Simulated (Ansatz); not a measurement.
Ansatz (a first-principles code) run on PbI2 (P-3m1, 3 atoms in the cell): dielectric-response calculation.

Computed with PBE (plane waves, PAW; Ansatz).

```yaml
crystal:
  lattice:
    - [2.29140, -3.96882, 0.00000]
    - [2.29140, 3.96882, 0.00000]
    - [0.00000, 0.00000, 7.01490]
  atoms:
    - { symbol: Pb, position: [0.00000, 0.00000, 0.00000] }
    - { symbol: I, position: [0.33333, 0.66667, 0.26800] }
    - { symbol: I, position: [0.66667, 0.33333, 0.73200] }
```

Reference input (self-consistent single point, DFT, PBE, plane waves, default PAW files): basis.ecutwfc = 420 eV; kpoints.mp_grid.grid = 6 6 4; hamiltonian.xc = pbe; hamiltonian.pseudopotentials = {kind: paw} (the program's default PAW files); scf.occupations.method = fermi_dirac; scf.occupations.width = 0.01 eV. This run's input differs from it in these lines:

Ansatz 0.2 input:
```diff
@@ -10,3 +10,3 @@
 basis:
-  ecutwfc: 420.0
+  ecutwfc: 335.0
 kpoints:
@@ -20,8 +20,4 @@
   occupations:
-    method: fermi_dirac
-    width: 0.01
-output:
-  forces: true
-  eigenvalues: true
-  stress: true
+    method: fixed
+dielectric: {}
```

The program printed (abridged):

```
SCF iter   1: F=—  HF=-26934.186093 eV  |F-HF|=—  |Δ(HF+E_count)|=         —  Δρ=6.09e-4  dr2=2.69e-4  ethr=1.77e-3  ⟨swp⟩=5.7  Hψ=5036  notcnv=0  defer=132
all-band conjugate gradients solve this SCF's bands
preconditioner: auto → Resta (q_TF=auto, 2.318 Å⁻¹)
SCF iter   2: F=—  HF=-26934.184452 eV  |F-HF|=—  |Δ(HF+E_count)|=   1.64e-3  Δρ=4.93e-4  dr2=1.86e-4  ethr=5.61e-7  ⟨swp⟩=3.0  Hψ=3465  notcnv=0  defer=138
   [... lines left out ...]
SCF iter   7: F=—  HF=-26934.184615 eV  |F-HF|=—  |Δ(HF+E_count)|=   1.99e-8  Δρ=1.81e-6  dr2=4.76e-9  ethr=5.22e-11  ⟨swp⟩=2.0  Hψ=2444  notcnv=0  defer=96
SCF iter   8: F=—  HF=-26934.184615 eV  |F-HF|=—  |Δ(HF+E_count)|=  4.98e-10  Δρ=1.16e-6  dr2=1.55e-9  ethr=9.92e-12  ⟨swp⟩=2.0  Hψ=1739  notcnv=0  defer=96
SCF iter   9: F=—  HF=-26934.184615 eV  |F-HF|=—  |Δ(HF+E_count)|=  3.75e-10  Δρ=5.59e-7  dr2=3.25e-10  ethr=3.22e-12  ⟨swp⟩=3.0  Hψ=2456  notcnv=0  defer=96
SCF iter  10: F=-26934.184615 eV  HF=-26934.184615 eV  |F-HF|=3.64e-12  |Δ(HF+E_count)|=  1.82e-10  Δρ=2.99e-8  dr2=1.61e-12  ethr=1.00e-12  ⟨swp⟩=11.4  Hψ=6469  notcnv=0
SCF 1 converged in 10 iterations: F = -26934.184615 eV  dr2 = 1.61e-12
DFPT response loops at Γ: preconditioner auto → Resta (q_TF=auto, 2.318 Å⁻¹)  ε∞=5.2 (no band partly filled) …
── the response to a field inside a basis, on 6×6×4 k-points: an SCF that follows is theirs, and a resumed run solves both again ──
Crystal: 3 atoms, lattice volume = 127.589 Å³
Bands: 25, of which v1, the nominal top of the filled ones, is band 24 counted from 1 (23 counted from 0)
k-points: 42 of 144 (irreducible under 4 space group operations)
Initial density: handed on by an earlier stage of this run
Initial wavefunctions: pseudopotential atomic-orbital guess (no wavefunctions were taken with the density)
   [... lines left out ...]
Free energy (F): -26934.184615 eV
Fermi energy:    4.957024 eV
   [... lines left out ...]
        -0.00000   -0.00000   -0.93370
    site 2:
        -2.02066    0.00000    0.00000
        -0.00000   -2.02066    0.00000
         0.00000   -0.00000   -0.93370
  Z* charge neutrality: 5.939e-3 e pre-enforcement
  solved inside a basis spanned on kpoints, on 6×6×4 k-points, its susceptibility summed on 12×12×6: ε∞ is read to err by 2.2e-2, Z* by 2.4e-2 e (field_mesh …
```

The run converged in 14 iterations. 

Summary of the result:
| Quantity | Result |
|---|---|
| Free energy E − TS (on the zero of these files) | -26934.1846 eV |
| Top of the valence band (on the code's own zero) | 4.96 eV |
| Gap on the k-point mesh | 2.21 eV |
| ε∞ at this k-point mesh, which may be far from converged in small-gap cells (xx, yy, zz) | 6.66, 6.66, 5.04 |
| Born charges at this mesh (mean of the diagonal, e) | Pb 3.32, I -1.66, I -1.66 |

The starting cell has typed, rounded lattice constants, without a prior relaxation at this level. Its lattice was rescaled by up to half a per cent. Spin-orbit coupling is off. The cutoff lies below the one recommended for these files.

Cost on one core of a shared machine: roughly 3 min.
